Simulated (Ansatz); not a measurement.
What Li interstitial (started 2.76 Å from the nearest host atom), symmetric start does to Mg2Ge

Consider a 24-atom supercell of Mg2Ge in the anti-fluorite structure (space group Fm-3m, No. 225; a = 6.3640 Å) at its relaxed geometry.

Modification: a neutral Li interstitial (started 2.76 Å from the nearest host atom), symmetric start, atoms relaxed at fixed cell.

All numbers come from PBEsol (Ansatz, a quantum-chemistry and plane-wave program), scalar-relativistic without spin-orbit coupling, earlier PAW set. Γ-centred 5×5×5 mesh, Fermi–Dirac width 0.05 eV.

```yaml
gap_of_the_supercell: zero (base 0.08 eV)
largest_displacement_of_a_host_atom_from_its_site_in_the_perfect_cell: 0.08 Å
final_site_of_the_added_atom: 6 Ge at 3.14 Å (octahedral)
```

The cell is small, so the values are those of an ordered compound at a high defect concentration; dilute-limit values will differ. The defect started on the symmetric site and kept its symmetry, so it may sit on a saddle. All final runs are without spin polarisation. The defect cell is not spin-polarised. The zero or small gap of Mg2Ge can change with the level of theory.
